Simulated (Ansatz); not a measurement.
Results of LDA in Ansatz (plane waves, PAW) for L1₂ (Cu3Au-type) Ni₃Fe.

Settings: plane-wave cutoff 520 eV, 16×16×16 k mesh, Fermi–Dirac smearing 0.05 eV, spin-polarised with parallel moments, scalar-relativistic PAW data made under PBE.

Results at a series of volumes:

```
V (Å³/atom)  E − E_lowest (meV/atom)  P (GPa)
-----------  -----------------------  -------
9.612                          33.99    18.47
9.817                          14.81    11.71
10.021                          3.78     5.69
10.226                          0.00     0.34
10.430                          2.66    -4.42
10.635                         11.05    -8.64
10.839                         24.53   -12.40
```

Question: Estimate the bulk modulus and its pressure derivative from these points.

Answer: V0 = 10.239 Å³/atom, B0 = 250 GPa, B′ = 4.9 (fit to the energies at full precision).

Measured, for comparison: equilibrium volume per atom 11.14 Å³/atom (temperature not stated, copied from a table, unchecked, no zero-point or thermal correction; as tabulated in Mineralogical Magazine 44, 225 (1981)). Computed less measured: equilibrium volume per atom not scored (unchecked).

Static lattice: no zero-point or thermal effects.

Ansatz is an electronic-structure program.
